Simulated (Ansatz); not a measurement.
**A self-consistent single point of KMgF₃ (P4mm, 5 atoms in the cell) with Ansatz (a program for electronic structure)**

Level of theory: LDA (PW92), default PAW files made with PBE (plane waves; Ansatz).

This input was run:

Ansatz 0.2 input:
```yaml
# KMgF3
crystal:
  lattice:
    - [4.009950, 0.000000, 0.000000]
    - [0.000000, 4.009950, 0.000000]
    - [0.000000, 0.000000, 4.009950]
  atoms:
    - { symbol: K, position: [0.000000, 0.000000, 0.012469] }
    - { symbol: Mg, position: [0.500000, 0.500000, 0.500000] }
    - { symbol: F, position: [0.500000, 0.000000, 0.500000] }
    - { symbol: F, position: [0.000000, 0.500000, 0.500000] }
    - { symbol: F, position: [0.500000, 0.500000, 0.000000] }
basis:
  ecutwfc: 420.0
kpoints:
  mp_grid: { grid: [6, 6, 6] }
hamiltonian:
  xc: lda
  pseudopotentials: { kind: paw }
scf:
  occupations: { method: fermi_dirac, width: 0.02 }
output:
  forces: true
  eigenvalues: true
  stress: true
```

Log, with long lists cut:

```
WARN ansatz: RAYON_NUM_THREADS=1 ignored (pool sized by the plan → 1); use --threads N
Pseudopotentials: kind: paw
Pseudopotential: K, paw, valence charge 9
Pseudopotential: Mg, paw, valence charge 10
Pseudopotential: F, paw, valence charge 7
Crystal: 5 atoms, lattice volume = 64.479 Å³
Basis set: ecut = 420 eV, 1237 PW (Γ)
Bands: 25, of which v1, the nominal top of the filled ones, is band 20 counted from 1 (19 counted from 0)
Symmetry: 8 space group operations
Space group: P4mm (ITA 99), of the structure as read, at distance tolerance 4.0e-5 Å
k-points: 40 of 216 (time reversal used)
PAW frozen core: K, regenerated for the run's functional, and the local potential with it
PAW frozen core: Mg, regenerated for the run's functional, and the local potential with it
PAW frozen core: F, regenerated for the run's functional, and the local potential with it
Initial density: superposition of atomic densities (neutral atoms: chi_scale 0, normalization atom), corrected by the library's trained network
Initial wavefunctions: pseudopotential atomic-orbital guess
Eigensolver: davidson
Functional: x = slater, c = lda
SCF iter   1: F=—  HF=-5787.608105 eV  |F-HF|=—  |Δ(HF+E_count)|=         —  Δρ=1.99e-2  dr2=1.77e-1  ethr=1.77e-3  ⟨swp⟩=6.2  Hψ=4909  notcnv=0
all-band conjugate gradients solve this SCF's bands
preconditioner: auto → Resta (q_TF=auto, 2.520 Å⁻¹)
SCF iter   2: F=—  HF=-5787.552622 eV  |F-HF|=—  |Δ(HF+E_count)|=   5.55e-2  Δρ=5.41e-3  dr2=5.90e-3  ethr=4.42e-4  ⟨swp⟩=2.0  Hψ=1973  notcnv=0  defer=37
SCF iter   3: F=—  HF=-5787.550342 eV  |F-HF|=—  |Δ(HF+E_count)|=   2.28e-3  Δρ=2.20e-3  dr2=1.73e-3  ethr=1.48e-5  ⟨swp⟩=2.2  Hψ=1780  notcnv=0  defer=40
SCF iter   4: F=—  HF=-5787.549970 eV  |F-HF|=—  |Δ(HF+E_count)|=   3.72e-4  Δρ=1.02e-3  dr2=3.53e-4  ethr=4.33e-6  ⟨swp⟩=1.0  Hψ=960  notcnv=0  defer=40
SCF iter   5: F=—  HF=-5787.549839 eV  |F-HF|=—  |Δ(HF+E_count)|=   1.32e-4  Δρ=2.25e-4  dr2=1.84e-5  ethr=8.83e-7  ⟨swp⟩=2.1  Hψ=1164  notcnv=0  defer=40
SCF iter   6: F=—  HF=-5787.549835 eV  |F-HF|=—  |Δ(HF+E_count)|=   3.92e-6  Δρ=2.43e-5  dr2=2.26e-7  ethr=4.61e-8  ⟨swp⟩=2.0  Hψ=1363  notcnv=0  defer=40
SCF iter   7: F=-5787.549835 eV  HF=-5787.549835 eV  |F-HF|=6.46e-9  |Δ(HF+E_count)|=   9.33e-9  Δρ=4.59e-6  dr2=1.13e-8  ethr=2.50e-10  ⟨swp⟩=8.1  Hψ=4331  notcnv=0
SCF 1 converged in 7 iterations: F = -5787.549835 eV  dr2 = 1.13e-8
SCF converged after 7 iterations
Free energy (F): -5787.549835 eV
Harris-Foulkes:  -5787.549835 eV  (|F-HF|=6.46e-9)
Internal energy: -5787.549835 eV  (E = F + TS)
E sigma→0 (E₀):  -5787.549835 eV
Fermi energy:    5.701890 eV
--- Per-component energies (eV) ---
  E_band       = -517.325519
  E_kinetic    = 949.191728
  E_local      = -3754.493647  (includes V_loc(G=0)·N_el)
  E_nonlocal   = 338.183549
  E_hartree    = 1358.348699
  E_xc         = -398.003171
  E_vxc        = -506.834173  (∫ρ·V_xc dr)
  E_paw        = -1576.542705  (= ΣΔE_a)
  E_vpaw       = -260.079321  (= ΣTr[D̂ρ^β])
  E_aug_tail   = 0.006155  (compensation charges beyond the density's cutoff)
  E_ewald      = -2704.988178
  E_core_change = 0.747734  (= ΣΔE_core)
  E_smearing   = -0.000000  (= −TS)
  E_closure    = -0.000000  (closes the sum)
  Σ components = -5787.549835   (vs F -5787.549835, Δ=0.00e0)
--- Forces (eV/Å), atoms counted from 1 ---
  atom   1  K     -0.00000000     0.00000000    -0.08011715
  atom   2  Mg     0.00000000     0.00000000     0.05707610
  atom   3  F      0.00000000     0.00000000     0.00028169
  atom   4  F      0.00000000     0.00000000     0.00028169
  atom   5  F     -0.00000000     0.00000000     0.02247217
  max |Σ_I F_I| component: 5.49e-6 eV/Å
--- Stress (GPa, compression-positive) ---
       -5.568170       0.000000      -0.000000
        0.000000      -5.568170       0.000000
       -0.000000       0.000000      -5.569463
  P = ⅓ Tr σ = -5.5686 GPa (-55.686 kbar)
  The stress holds the Pulay correction. Without it, at fixed plane waves, as pw.x and ABINIT print it: P = -6.3220 GPa
--- Band table (eV; the first three rows and the last of 40) ---
  k-point 0: bands = ["-67.7296", "-35.1723", "-35.1723", "-35.1722", "-22.9837", "-17.4391", "-16.7715", "-16.7700", "-6.6834", "-6.6834", "-6.6822", "-0.1683", "-0.1683", "-0.1682", "1.6295", "1.6301", "1.6301", "1.9274", "1.9276", "1.9276", [...]
  k-point 1: bands = ["-67.7296", "-35.1738", "-35.1722", "-35.1722", "-22.9766", "-17.4070", "-16.8043", "-16.7694", "-6.6785", "-6.6691", "-6.6691", "-0.1507", "-0.1385", "-0.1385", "1.5634", "1.5728", "1.5728", "1.6632", "1.8742", "1.8742", [...]
  k-point 2: bands = ["-67.7296", "-35.1771", "-35.1722", "-35.1722", "-22.9622", "-17.3311", "-16.8842", "-16.7649", "-6.6711", "-6.6402", "-6.6402", "-0.0727", "-0.0727", "-0.0551", "1.1183", "1.4383", "1.4539", "1.4539", "1.7716", "1.7716", [...]
  k-point 39: bands = ["-67.7295", "-35.1784", "-35.1784", "-35.1783", "-22.9205", "-16.9373", "-16.9373", "-16.9348", "-6.8772", "-6.8762", "-6.8762", "-1.6735", "0.5828", "0.5828", "0.5828", "1.1325", "1.1337", "2.2502", "2.2522", "2.2522", [...]
```

The run converged in 7 iterations.

The starting cell has typed, rounded lattice constants, without a prior relaxation at this level. Its lattice was rescaled by up to half a per cent. One atom was moved a little off its site on purpose. With a pressure of about -6 GPa the cell is away from its equilibrium volume at this level. Ansatz's pressure includes its estimate of the finite-basis (Pulay) stress. Without the estimate this run gives -6.32 GPa.
